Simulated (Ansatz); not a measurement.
Start from Al₂Cu (space group I4/mcm, No. 140; a = 6.006 Å, c = 4.790 Å). Axes: x, y, z lie along a, b, c of the conventional cell.

The values are results of plane-wave PAW DFT at the r2SCAN level (Ansatz, an electronic-structure program, 500 eV), without spin-orbit coupling, not measurements.

Base values:

```
Property    Value
--------  -------
Pressure  0.0 GPa
```

Now apply this change: the cell is compressed by 3.63 % along y with no lateral relaxation, atoms relaxed at fixed cell.

**Question.** What happens to the pressure?

**Answer.** The pressure (mean of the normal stresses, compression positive) goes from zero to 4.7 GPa.

**Question.** Estimate the effect on the largest internal atomic displacement.

**Answer.** The largest internal atomic displacement comes out as 0.025 Å.

The cells carry an imposed strain or load. Stability against distortions was not tested. All final runs are without spin polarisation.
